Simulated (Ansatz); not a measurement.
**(Zr,Ta)C: Ta7ZrC8**

A 16-atom cell of (Zr,Ta)C started in the rock salt structure, site fractions Zr 0.125, Ta 0.875, short-range order -0.14 in the first shell of the mixed sites (0 is random, a negative value favours unlike neighbours), space group Fm-3m at the end, an ordered arrangement that its symmetry holds.

The mixing enthalpy is taken against the end members in the rock salt type, relaxed in the same cell and mesh.

Method: PBE (plane waves to 420 eV, PAW; Ansatz, an electronic-structure program). Spin–orbit coupling is left out; the runs are not spin-polarised. Its k-point mesh 5×5×5, Fermi–Dirac width 0.05 eV.

- volume per atom: 11.40 Å³
- C–Ta bonds: 2.245 Å on average, from 2.214 to 2.251 (42)
- C–Zr bonds: 2.287 Å on average, from 2.287 to 2.287 (6)
- mixing enthalpy per site of the mixed sublattice: -16 meV
- departure of the mean lattice parameter from Vegard's line: under 0.15 %, inside the noise of the relaxations

```
Ta7ZrC8
1.0
    0.00000     4.50090     4.50090
    4.50090     0.00000     4.50090
    4.50090     4.50090     0.00000
Ta Zr C
7 1 8
Direct
  0.00000   0.00000   0.00000
  0.00000   0.00000   0.50000
  0.00000   0.50000   0.00000
  0.00000   0.50000   0.50000
  0.50000   0.00000   0.00000
  0.50000   0.00000   0.50000
  0.50000   0.50000   0.00000
  0.50000   0.50000   0.50000
  0.25000   0.25000   0.25000
  0.24599   0.24599   0.75401
  0.24599   0.75401   0.24599
  0.24599   0.75401   0.75401
  0.75401   0.24599   0.24599
  0.75401   0.24599   0.75401
  0.75401   0.75401   0.24599
  0.75000   0.75000   0.75000
```
